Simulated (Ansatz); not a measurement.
Results of r²SCAN (PAW; Ansatz, an electronic-structure program) for ZnS (model structure, started from the BeO type, P4₂/mnm, No. 136, 8 atoms in the cell).

The run printed, among other lines:

```
Crystal: 8 atoms, lattice volume = 164.499 Å³
Basis set: ecut = 560 eV, 4983 PW (Γ), exchange–correlation on 162×162×90 points (27 copies of the dense FFT grid, shifted against one another)
Bands: 44, of which v1, the nominal top of the filled ones, is band 36 counted from 1 (35 counted from 0)
Symmetry: 16 space group operations
Space group: P42/mnm (ITA 136), of the structure as read, at distance tolerance 5.5e-5 Å
k-points: 60 of 360
Functional: x = r2scan, c = r2scan; τ floored in thin density (d = 2e-4 eV/Å³)
SCF iter   1: F=—  HF=-16933.396606 eV  |F-HF|=—  |Δ(HF+E_count)|=         —  Δρ=1.49e-2  dr2=1.79e-1  dr2_τ=2.68e-2
SCF iter   2: F=—  HF=-16933.401229 eV  |F-HF|=—  |Δ(HF+E_count)|=   4.62e-3  Δρ=2.41e-3  dr2=5.80e-3  dr2_τ=9.96e-4
  ...
SCF iter   8: F=—  HF=-16933.394965 eV  |F-HF|=—  |Δ(HF+E_count)|=   1.79e-8  Δρ=1.14e-6  dr2=3.91e-9  dr2_τ=5.94e-11
SCF iter   9: F=-16933.394965 eV  HF=-16933.394965 eV  |F-HF|=5.82e-11  |Δ(HF+E_count)|=   1.19e-9  Δρ=2.82e-7  dr2=2.20e-10  dr2_τ=6.32e-12
SCF 1 converged in 9 iterations: F = -16933.394965 eV  dr2 = 2.20e-10
SCF converged after 9 iterations
Free energy (F): -16933.394965 eV
Internal energy: -16933.394965 eV  (E = F + TS)
E sigma→0 (E₀):  -16933.394965 eV
Fermi energy:    6.408781 eV
--- Stress (GPa, compression-positive) ---
       -0.000353       0.000000       0.000000
        0.000000      -0.000353       0.000000
        0.000000       0.000000       0.000419
  P = ⅓ Tr σ = -0.0001 GPa (-0.001 kbar)
```

Write an input file that could have produced this run (the log leaves some choices open).

This is not unique; one that fits is 
Ansatz 0.2 input:
```yaml
crystal:
  lattice:
    - [6.5495070514, 0.0, 0.0]
    - [0.0, 6.5495070514, 0.0]
    - [0.0, 0.0, 3.8348273342]
  atoms:
    - { symbol: Zn, position: [0.3257354857, 0.6742645143, 0.0] }
    - { symbol: Zn, position: [0.6742645143, 0.3257354857, 0.0] }
    - { symbol: Zn, position: [0.8257354857, 0.8257354857, 0.5] }
    - { symbol: Zn, position: [0.1742645143, 0.1742645143, 0.5] }
    - { symbol: S, position: [0.312546182, 0.312546182, 0.0] }
    - { symbol: S, position: [0.687453818, 0.687453818, 0.0] }
    - { symbol: S, position: [0.187453818, 0.812546182, 0.5] }
    - { symbol: S, position: [0.812546182, 0.187453818, 0.5] }
basis:
  ecutwfc: 560
  ecutrho_ratio: 4
  xc_grid: 3
kpoints:
  mp_grid: { grid: [6, 6, 10] }
  band_path:
    path:
      - [0.0, 0.0, 0.0]
      - [0.0, 0.125, 0.0]
      - [0.0, 0.25, 0.0]
      - [0.0, 0.375, 0.0]
      - [0.0, 0.5, 0.0]
      - [0.125, 0.5, 0.0]
      - [0.25, 0.5, 0.0]
      - [0.375, 0.5, 0.0]
      - [0.5, 0.5, 0.0]
      - [0.416667, 0.416667, 0.0]
      - [0.333333, 0.333333, 0.0]
      - [0.25, 0.25, 0.0]
      - [0.166667, 0.166667, 0.0]
      - [0.083333, 0.083333, 0.0]
      - [0.0, 0.0, 0.0625]
      - [0.0, 0.0, 0.125]
      - [0.0, 0.0, 0.1875]
      - [0.0, 0.0, 0.25]
      - [0.0, 0.0, 0.3125]
      - [0.0, 0.0, 0.375]
      - [0.0, 0.0, 0.4375]
      - [0.0, 0.0, 0.5]
      - [0.0, 0.125, 0.5]
      - [0.0, 0.25, 0.5]
      - [0.0, 0.375, 0.5]
      - [0.0, 0.5, 0.5]
      - [0.125, 0.5, 0.5]
      - [0.25, 0.5, 0.5]
      - [0.375, 0.5, 0.5]
      - [0.5, 0.5, 0.5]
      - [0.416667, 0.416667, 0.5]
      - [0.333333, 0.333333, 0.5]
      - [0.25, 0.25, 0.5]
      - [0.166667, 0.166667, 0.5]
      - [0.083333, 0.083333, 0.5]
      - [0.0, 0.5, 0.0625]
      - [0.0, 0.5, 0.125]
      - [0.0, 0.5, 0.1875]
      - [0.0, 0.5, 0.25]
      - [0.0, 0.5, 0.3125]
      - [0.0, 0.5, 0.375]
      - [0.0, 0.5, 0.4375]
      - [0.5, 0.5, 0.0625]
      - [0.5, 0.5, 0.125]
      - [0.5, 0.5, 0.1875]
      - [0.5, 0.5, 0.25]
      - [0.5, 0.5, 0.3125]
      - [0.5, 0.5, 0.375]
      - [0.5, 0.5, 0.4375]
    npoints: 1
hamiltonian:
  xc: r2scan
  dispersion: none
  pseudopotentials: { kind: paw }
scf:
  occupations: { method: fermi_dirac, width: 0.01 }
  convergence: { dr2_threshold: 0.0000000008 }
output:
  forces: true
  stress: true
  eigenvalues: true
  write_bands: true
```

The PAW data were made under PBE.

Note: the relaxation could raise the start's symmetry but not lower it, so the cell can be a saddle point.

A model structure was made by putting elements into a prototype or built by hand; it is no filed structure, need not be a known phase, and can be a saddle point held by its symmetry.
